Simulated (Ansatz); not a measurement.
Consider MgTe in the wurtzite structure (space group P6_3mc, No. 186).

```xyz
4
Lattice="4.5614 0.0000 0.0000 -2.2807 3.9503 0.0000 0.0000 0.0000 7.4119" Properties=species:S:1:pos:R:3 pbc="T T T"
Mg     0.0000     2.6335     7.4089
Mg     2.2807     1.3168     3.7029
Te     0.0000     2.6335     2.7899
Te     2.2807     1.3168     6.4959
```

Cartesian axes are those of the cell as printed.

Level of theory: PBEsol (Ansatz, a program for electronic structure, PAW, no SOC).

Strains are applied to the cell and any free atomic positions relax.

One change was made to it. Results:

The valence-band top at Γ (three highest levels, from the VBM) goes from 0.00, -0.02, -0.02 eV to 0.00, 0.00, -0.16 eV; the pressure (mean of the normal stresses, compression positive) shrinks by 1.01 GPa (-0.01 GPa → -1.02 GPa).

Problem. Which change produced these results?
A. uniaxial strain ε_zz = +1.20 %
B. uniaxial strain ε_zz = +3.00 %
C. uniaxial strain ε_zz = +0.60 %
D. uniaxial strain ε_zz = +1.80 %

Solution. B, uniaxial strain ε_zz = +3.00 %. For comparison, the valence-band top at Γ in the other runs: uniaxial strain ε_zz = +1.20 % gives 0.00, 0.00, -0.05 eV; uniaxial strain ε_zz = +0.60 % gives 0.00, 0.00, -0.02 eV; uniaxial strain ε_zz = +1.80 % gives 0.00, 0.00, -0.09 eV.

With Te present, leaving out spin-orbit coupling can change the band edges. The levels and masses belong to the bands next to the band gap. Stability against distortions was not tested.
